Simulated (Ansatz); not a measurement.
InSe in the beta-GaS type structure (space group P6_3/mmc, No. 194; layered, stacked along the Cartesian z axis)

```cif
data_In4Se4
_chemical_formula_sum 'In4 Se4'
_space_group_name_H-M_alt 'P63/mmc'
_space_group_IT_number 194
_space_group_name_Hall '-P 6c 2c'
_cell_length_a 3.95293
_cell_length_b 3.95293
_cell_length_c 16.30887
_cell_angle_alpha 90.000
_cell_angle_beta 90.000
_cell_angle_gamma 120.000
loop_
_atom_site_label
_atom_site_type_symbol
_atom_site_symmetry_multiplicity
_atom_site_Wyckoff_symbol
_atom_site_fract_x
_atom_site_fract_y
_atom_site_fract_z
_atom_site_occupancy
In1 In 4 f 0.66667 0.33333 0.16570 1
Se1 Se 4 f 0.33333 0.66667 0.08637 1
```

Level of theory: PBEsol-D3(BJ) (Ansatz, a program for electronic structure), spin-orbit coupling left out. Settings: 10×10×2 k-points, 0.05 eV Fermi–Dirac smearing.

```json
{
 "volume_per_atom": "27.59 Å³",
 "density": "5.83 g/cm³",
 "band_gap": "0.43 eV (uncertain: the edges found on the path are not clean extrema)",
 "total_energy": "-5475.587 eV/atom (σ→0; compares only within this code and set-up)"
}
```

No phonon test of stability was made.
